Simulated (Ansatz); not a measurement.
Ansatz (an electronic-structure program) run on Na (Im-3m, 1 atom in the cell): relaxation of cell and atoms.

Computed with PBE (plane waves, PAW; Ansatz).

```
Na
1.0
   -2.13000     2.13000     2.13000
    2.13000    -2.13000     2.13000
    2.13000     2.13000    -2.13000
Na
1
Direct
  0.00000   0.00000   0.00000
```

Reference input (self-consistent single point, DFT, PBE, plane waves, default PAW files): kpoints.mp_grid.grid = 9 9 9; hamiltonian.xc = pbe; hamiltonian.pseudopotentials = {kind: paw} (the program's default PAW files); scf.occupations.method = fermi_dirac; scf.occupations.width = 0.1 eV. This run's input differs from it in these lines:

```diff
@@ -18,2 +18,4 @@
     width: 0.1 eV
+relax:
+  cell: {}
 output:
```

Output, abridged:

```
   [... SCF lines of the steps left out ...]
relax step   1: F+E_penalty+E_count = -1486.42592662 eV  Δ(F+E_penalty+E_count) = +0.000e0 eV  max|allowed force component| = 0.000e0 eV/Å  Δτ_max = 0.0000 Å  P = -0.321 GPa  Ω = 38.654 Å³  (6 SCF iters, dr2 threshold 1.00e-7 eV, accepted)
relax step   2: F+E_penalty+E_count = -1486.42648437 eV  Δ(F+E_penalty+E_count) = -5.578e-4 eV  max|allowed force component| = 0.000e0 eV/Å  Δτ_max = 0.0000 Å  P = -0.270 GPa  Ω = 38.354 Å³  energy of the carried Pulay correction = +3.159e-6 eV  (3 [...]
relax step   3: F+E_penalty+E_count = -1486.42772131 eV  Δ(F+E_penalty+E_count) = -1.237e-3 eV  max|allowed force component| = 0.000e0 eV/Å  Δτ_max = 0.0000 Å  P = +0.019 GPa  Ω = 36.851 Å³  energy of the carried Pulay correction = +1.934e-5 eV  (4 [...]
relax step   4: F+E_penalty+E_count = -1486.42768379 eV  Δ(F+E_penalty+E_count) = +3.752e-5 eV  max|allowed force component| = 0.000e0 eV/Å  Δτ_max = 0.0000 Å  P = +0.022 GPa  Ω = 36.851 Å³  stress off target by 2.17e-2 GPa  SCF on the basis [...]
basis re-selected at this cell: Δ(F+E_penalty+E_count) = +3.752e-5 eV, ΔP = +0.003 GPa vs the last step
Stability not checked: this state was not tested for a lower state beside it, because too few of the mixer's solves of this state at the end of the SCF gave a …
Free energy (F): -1486.427684 eV
Internal energy: -1486.414498 eV  (E = F + TS)
E sigma→0 (E₀):  -1486.421091 eV
Entropy (-TS):   -0.013186 eV (-13.186 meV/atom)
Fermi energy:    1.775681 eV
--- Forces (eV/Å), atoms counted from 1 ---
  atom   1  Na     0.00000000     0.00000000     0.00000000
   [... lines left out ...]
to start a new deck from the relaxed geometry:
  cell:  # Å, volume = 36.8507 Å³
    - [-2.096340278952634, 2.096340278952634, 2.096340278952634]
    - [2.096340278952634, -2.096340278952634, 2.096340278952634]
    - [2.096340278952634, 2.096340278952634, -2.096340278952634]
  atoms:
    - { symbol: Na, position: [0.0, 0.0, 0.0] }
```

The run converged. 

Summary of the result:
```
Item                                                                                Value
-----------------------------------------------  ----------------------------------------
Free energy E − TS (on the zero of these files)                             -1486.4277 eV
Fermi level (on the code's own zero)                                              1.78 eV
Pressure                                                                         0.02 GPa
Final cell                                       a = b = c = 3.631 Å, α = β = γ = 109.47°
Final volume per atom                                                            36.85 Å³
Relaxation steps                                                                        4
```

The starting cell has typed, rounded lattice constants, without a prior relaxation at this level. The relaxation keeps the symmetry of its start, so its end need not be a minimum. Ansatz's pressure includes its estimate of the finite-basis (Pulay) stress.

Keys are those of Ansatz 0.2.
